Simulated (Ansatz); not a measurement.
**Pressure series in NbP**

The reference is NbP (space group I4_1md, No. 109).

```
NbP
1.0
   -1.67001     1.67001     5.72401
    1.67001    -1.67001     5.72401
    1.67001     1.67001    -5.72401
Nb P
2 2
Direct
  0.99944   0.99944   0.00000
  0.74944   0.24944   0.50000
  0.41656   0.41656   0.00000
  0.16656   0.66656   0.50000
```

Cell and atoms are relaxed at each pressure.

All numbers come from Ansatz (a first-principles code), r2SCAN, PAW, cutoff 500 eV, without spin-orbit coupling.

| pressure (GPa) | volume per atom (Å³/atom) |
|---|---|
| 0 | 15.964 |
| 0.9 | 15.891 |
| 2.1 | 15.795 |
| 4.5 | 15.613 |
| 9 | ? |
| 15 | 14.922 |
| 22.5 | 14.507 |
| 30 | 14.141 |

Q: Fit the third-order Birch–Murnaghan form P(V) = (3B₀/2)[(V₀/V)^(7/3) − (V₀/V)^(5/3)]·[1 + (3/4)(B₀′ − 4)((V₀/V)^(2/3) − 1)] (squares taken in P) to the rows shown and predict the withheld row.

A: Least squares on the printed values gives V₀ = 15.964 Å³/atom, B₀ = 194 GPa, B₀′ = 4.0; this predicts 15.298 Å³/atom, and the run gives 15.298 Å³/atom, in agreement.

Load acts through the strain it causes; cell and atoms are relaxed under it. Whether these cells are dynamically stable was not tested. No other phases were tried under pressure. All final runs are without spin polarisation.
